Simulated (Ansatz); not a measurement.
## A computed series for ZnS: pressure series

Take ZnS in the zinc blende structure (space group F-43m, No. 216) as the base.

```cif
data_SZn
_chemical_formula_sum 'S1 Zn1'
_space_group_name_H-M_alt 'P 1'
_space_group_IT_number 1
_cell_length_a 3.78792
_cell_length_b 3.78792
_cell_length_c 3.78792
_cell_angle_alpha 60.000
_cell_angle_beta 60.000
_cell_angle_gamma 60.000
loop_
_space_group_symop_operation_xyz
  'x, y, z'
loop_
_atom_site_label
_atom_site_type_symbol
_atom_site_fract_x
_atom_site_fract_y
_atom_site_fract_z
_atom_site_occupancy
S1 S 0.75000 0.75000 0.75000 1
Zn1 Zn 0.00000 0.00000 0.00000 1
```

Cell and atoms are relaxed at each pressure.

Level of theory: PBEsol/PAW in Ansatz (a program for electronic structure), no spin-orbit coupling, earlier PAW set.

```csv
P (GPa),V (Å³/atom)
-1.99,19.734
-0.99,19.463
0.91,18.999
2.11,18.734
4.50,18.260
8.99,17.512
14.99,16.714
22.49,15.924
29.99,15.285
```

### Question
Fit a third-order Birch–Murnaghan equation of state.

### Answer
Least squares on P(V) = (3B₀/2)[(V₀/V)^(7/3) − (V₀/V)^(5/3)]·[1 + (3/4)(B₀′ − 4)((V₀/V)^(2/3) − 1)] gives V₀ = 19.21 Å³/atom, B₀ = 79 GPa and B₀′ = 4.4.

Measured bulk modulus of ZnS: 77.1 GPa (temperature not stated; as listed in Cormac Toher et al., Physical Review Materials (2017)); the computed value is for a static lattice, so the two differ by thermal effects too.

Between the base and pressure 9 GPa the gap moves from 2.08 eV to 2.49 eV, a mean slope of 45 meV/GPa.

Load acts through the strain it causes; cell and atoms are relaxed under it. Whether these cells are dynamically stable was not tested. Measured, ZnS leaves this structure (for rock salt) near 14.7 GPa (temperature not stated; as listed in Datta, Sujoy, Jana, Debnarayan, arXiv (2020)), on rising pressure, with hysteresis.
